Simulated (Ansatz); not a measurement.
# Ca: Ca → Mg

Base system: Ca in the fcc (Cu type) structure (space group Fm-3m, No. 225; a = 5.5686 Å).

The change: Mg takes the place of Ca on all its sites; the structure is relaxed again.

Calculations: r2SCAN (Ansatz, a first-principles code), no spin-orbit coupling, earlier PAW set. Settings: 18×18×18 k-points, 0.05 eV Fermi–Dirac smearing, for the changed cell.

```
quantity                                  base          changed        shift
-----------------------------  ---------------  ---------------  -----------
volume per atom                       43.17 Å³         22.77 Å³    -20.40 Å³
density                             1.54 g/cm³       1.77 g/cm³  +0.23 g/cm³
lattice parameter a                    5.569 Å          4.499 Å     -1.070 Å
space group                    Fm-3m (No. 225)  Fm-3m (No. 225)            –
shortest interatomic distance          3.938 Å          3.181 Å    -0.7563 Å
band gap                                  zero             zero            –
```

No phonon test of stability was made. For Mg in this form, whether it has been made was not checked. This is not the structure that Mg has at room temperature and ambient pressure.
